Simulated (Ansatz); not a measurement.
Defect: Zn-vacancy pair (Zn on one host Al site, one Al site vacant) in fcc Al, neutral cell. The step: Zn and the vacancy change places (Zn-vacancy distance between ideal sites 2.86 Å throughout); the atom moves 2.71 Å along (0.00, 0.47, 0.47) of the unit cell; the moving atom starts with neighbours 4 Al at 2.80, 2 Al at 2.85, 4 Al at 2.90, Al at 2.93 Å and ends with 4 Al at 2.80, 2 Al at 2.85, 4 Al at 2.90, Al at 2.93 Å. A PBE band in Ansatz (plane-wave PAW, a 4×4×4 k-point mesh shifted by half a step, 32 host sites, 17 SCF runs with any check of the saddle's order, static, no finite-size correction) gives a forward barrier of 0.33 eV. The saddle point's order was not checked, and it lies on a symmetry element of the cell, where a band can be held. Forms of the defect that were not tried may lie lower.

Single points at the band's start and saddle point can refine it. Rough cost of one point, in units of the band's mean SCF on the same machine:

```csv
Level,Cost of one point
"PBE, a 6×6×6 k-point mesh shifted by half a step",about 3
"r2SCAN at 500 eV, a 4×4×4 k-point mesh shifted by half a step",about 2
```

**Question.** Which of these move the barrier by more than 0.1 eV, and how far does each move it?

**Answer.** Not one does. PBE, a 6×6×6 k-point mesh shifted by half a step: 0.00 eV; r2SCAN at 500 eV, a 4×4×4 k-point mesh shifted by half a step: +0.05 eV. Each functional is compared with PBE at the same k-points.

Ansatz is an electronic-structure program.
